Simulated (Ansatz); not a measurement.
**ScPtN₂ (model structure, started from the PtCoO2 type, R-3m, No. 166, 4 atoms in the cell): properties by level of theory**

```json
[
 {"level (code)": "LDA (Ansatz)", "equilibrium lattice constant a (Å)": "3.141", "c axis length (Å)": "17.945", "bulk modulus B0 (GPa)": "133"},
 {"level (code)": "PBE (Ansatz)", "equilibrium lattice constant a (Å)": "3.263", "c axis length (Å)": "17.974", "bulk modulus B0 (GPa)": "105"},
 {"level (code)": "PBEsol (Ansatz)", "equilibrium lattice constant a (Å)": "3.188", "c axis length (Å)": "17.978", "bulk modulus B0 (GPa)": "119"},
 {"level (code)": "r²SCAN (Ansatz)", "equilibrium lattice constant a (Å)": "3.240", "c axis length (Å)": "17.921", "bulk modulus B0 (GPa)": "111"}
]
```

Caveats: the bulk modulus is −V dP/dV from two relaxed cells at ±2 % in volume (LDA, PBE, PBEsol, r²SCAN). Ansatz's density-functional and Hartree–Fock values are scalar-relativistic unless marked +SOC, with PAW data made under PBE.

The computed numbers hold no vibrational or temperature effects.

A model structure was made by putting elements into a prototype or built by hand; it is no filed structure, need not be a known phase, and can be a saddle point held by its symmetry.

Ansatz is a program for electronic structure.
